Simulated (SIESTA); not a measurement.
Band structure of CuGe3 (P6_3/mmc, 8 atoms in the cell).

```yaml
crystal:
  lattice:
    - [4.34544, 0.00000, 0.00000]
    - [-2.17272, 3.76326, 0.00000]
    - [0.00000, 0.00000, 8.93492]
  atoms:
    - { symbol: Cu, position: [0.66667, 0.33333, 0.75000] }
    - { symbol: Cu, position: [0.33333, 0.66667, 0.25000] }
    - { symbol: Ge, position: [0.66667, 0.33333, 0.07561] }
    - { symbol: Ge, position: [0.33333, 0.66667, 0.92439] }
    - { symbol: Ge, position: [0.33333, 0.66667, 0.57561] }
    - { symbol: Ge, position: [0.66667, 0.33333, 0.42439] }
    - { symbol: Ge, position: [0.00000, 0.00000, 0.75000] }
    - { symbol: Ge, position: [0.00000, 0.00000, 0.25000] }
```

Method: SIESTA with GGA PBEsol, numerical atomic orbitals DZP, PseudoDojo PBEsol standard norm-conserving potentials (rewritten from UPF to PSML).

Settings: XC.functional = GGA; XC.authors = PBEsol; potentials = PseudoDojo PBEsol standard; PAO.BasisSize = DZP; PAO.EnergyShift = 0.01 Ry; MeshCutoff = 350 Ry; kgrid.MonkhorstPack = 5 5 3; OccupationFunction = FD; ElectronicTemperature = 1160.45 K; MaxSCFIterations = 150; SCF.Mixer.Method = Broyden; SCF.Mixer.Weight = 0.25; SCF.Mixer.History = 8; SCF.DM.Tolerance = 1.0E-04.

The starting cell comes from a database of computed structures (which also holds hypothetical and non-ambient phases and stackings), without a prior relaxation at this level. Spin polarisation is off. Values carry the incompleteness of an atom-centred basis.

Levels in eV from the Fermi level, bands 57 to 62:
```csv
point,57,58,59,60,61,62
Γ,-0.71,-0.62,-0.06,-0.06,0.06,0.06
M,-2.58,-2.28,-1.33,-0.98,-0.97,-0.92
K,-2.26,-0.96,-0.96,-0.80,-0.80,-0.64
A,-0.69,-0.69,-0.23,-0.23,0.23,0.23
L,-2.77,-2.77,-1.57,-1.57,0.30,0.30
H,-2.64,-2.64,-1.91,-1.91,1.70,1.70
```

Bands cross the Fermi level along this path, so the cell is metallic at this level.

Higher empty bands are left out: an atom-centred basis made for the valence describes them poorly.
